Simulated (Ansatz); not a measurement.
```xyz
16
Lattice="-0.0015 -4.7137 -4.3150 0.0007 4.7161 -4.3176 5.4476 0.0000 4.3168" Properties=species:S:1:pos:R:3 pbc="T T T"
Ir     1.3435    -0.7907    -3.2367
Ru     5.4307     1.5666     1.0673
Ru     5.4498    -3.1379     1.0937
Ru     4.0908    -0.7762     1.0856
Ir     2.7303     1.5771    -3.2424
Ru     2.7294    -3.1540    -3.2315
Ir     1.3669     3.9414    -3.2358
Ir     4.0912    -0.7836    -3.2440
Ir     2.7185    -1.5818    -1.0808
Ir     1.3552     0.7825    -1.0741
Ru     1.3546     0.7999    -5.4000
Ru    -0.0053     3.1358    -5.4022
Ru     4.1023     0.7930    -1.0670
Ru     4.0811    -3.9322    -1.0908
Ir     2.7419     3.1503    -1.0798
Ir    -0.0072    -1.5704    -5.3875
```

The mixing enthalpy is taken against the end members in the hexagonal close-packed type (which need not be the stable form of Ru and Ir), relaxed in the same cell and mesh.

These are r2SCAN (plane waves to 500 eV, PAW; Ansatz, an electronic-structure program) values and carry that method's errors. No spin–orbit coupling; the runs are not spin-polarised. Its k-point mesh 6×6×6, Fermi–Dirac width 0.05 eV.

Problem. Give the composition and order of this alloy cell, and its volume, bond lengths and mixing enthalpy.

Solution. A 16-atom cell of (Ru,Ir) started in the hexagonal close-packed structure, site fractions Ru 0.500, Ir 0.500, short-range order 0.00 in the first shell of the mixed sites (0 is random, a negative value favours unlike neighbours), space group P-1 at the end.
The volume per atom comes out as 13.86 Å³ and the Ir–Ru bonds comes out as 2.704 Å on average, from 2.660 to 2.749 (48). The Ir–Ir bonds is 2.698 Å on average, from 2.657 to 2.748 (24). The Ru–Ru bonds comes out as 2.680 Å on average, from 2.630 to 2.727 (24) and the mixing enthalpy per site of the mixed sublattice comes out as -78 meV. The departure of the mean lattice parameter from Vegard's line is under 0.15 %, inside the noise of the relaxations.
